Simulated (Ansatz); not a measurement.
Consider the energy of the reaction as written. Reaction: 1/2 cell B + 1/2 O2 (gas) → cell A. Negative: the products are lower in energy.

Cell A: a slab of Ni (fcc, Fm-3m) cut along (111), 9 atoms, hexagonal cell of 2.49 Å (5.4 Å²), symmetry P-3m1 within 0.02 Å, 14.5 Å thick under 16 Å of vacuum, in-plane vectors held at the crystal's; planes from bottom to top: O | Ni × 7 | O; added, foreign or displaced atoms, above the top plane and below the bottom plane: two times O bound to 3 Ni at 1.81 Å; spin state with PBE: parallel moments, net moment 3.6 μB a cell, k-point mesh 21×21×1.
```
Ni7O2
1.0
    2.48957     0.00000     0.00000
    1.24478     2.15603     0.00000
    0.00000     0.00000    30.49756
Ni O
7 2
Direct
  0.00000   0.00000   0.29798
  0.33333   0.33333   0.36670
  0.66667   0.66667   0.43333
  0.00000   0.00000   0.50000
  0.33333   0.33333   0.56667
  0.66667   0.66667   0.63330
  0.00000   0.00000   0.70202
  0.33333   0.33333   0.73805
  0.66667   0.66667   0.26195
```

Cell B: a slab of Ni (fcc, Fm-3m) cut along (111), 16 atoms, oblique cell of 4.98 × 2.49 Å (10.7 Å²), symmetry P2/m within 0.02 Å, 14.4 Å thick under 16 Å of vacuum, in-plane vectors held at the crystal's; planes from bottom to top: O | Ni2 × 7 | O; added, foreign or displaced atoms, above the top plane and below the bottom plane: two times O bound to 3 Ni at 1.80 Å; spin state with PBE: parallel moments, net moment 7.5 μB a cell, k-point mesh 11×21×1.
```
CELL_PARAMETERS angstrom
      4.97914     0.00000     0.00000
      1.24478     2.15603     0.00000
      0.00000     0.00000    30.49756
ATOMIC_POSITIONS crystal
  Ni 0.02110 0.97900 0.29649
  Ni 0.16842 0.33171 0.36586
  Ni 0.83386 0.66622 0.43354
  Ni 0.00000 0.00000 0.50000
  Ni 0.16614 0.33378 0.56646
  Ni 0.83158 0.66829 0.63414
  Ni 0.97890 0.02100 0.70351
  Ni 0.50394 0.99617 0.30093
  Ni 0.66961 0.33050 0.36773
  Ni 0.33280 0.66730 0.43315
  Ni 0.50000 0.00000 0.50000
  Ni 0.66720 0.33270 0.56685
  Ni 0.33039 0.66950 0.63227
  Ni 0.49606 0.00383 0.69907
  O  0.17285 0.32704 0.73658
  O  0.82715 0.67296 0.26342
```

Reference: an isolated O2 molecule (triplet) in a box of 11 × 11 × 13 Å.

Plane-wave PAW calculations with Ansatz (a program for electronic structure), its default PAW set, cutoff 420 eV. The structures are at rest with PBE, within the held lattices. Neutral cells; Fermi-Dirac smearing of at most 0.10 eV in the solids, energies taken to zero width. A dispersion term (D3(BJ), or D4 for r2SCAN) was computed beside these levels and is taken off wherever the name lacks it. Space groups of crystals are read within 0.01 Å. Static lattices, no vibrational contributions. Cells are local rest points, mostly with their start's symmetry. The d electrons get no Hubbard U. No search over spin orders was made beyond those shown. No correction for cell size. The cells' k-point meshes differ in density, so the last digit is unsettled. Cell A has symmetry P-3m1 within 0.02 Å and got no random move, so less symmetric positions, which may lie lower, weren't tried. Cell B has symmetry P2/m within 0.02 Å and got no random move, so less symmetric positions, which may lie lower, weren't tried.

Q: Predict the value from PBE.

A: 0.17 eV, for 1/2 cell B + 1/2 O2 (gas) → cell A.
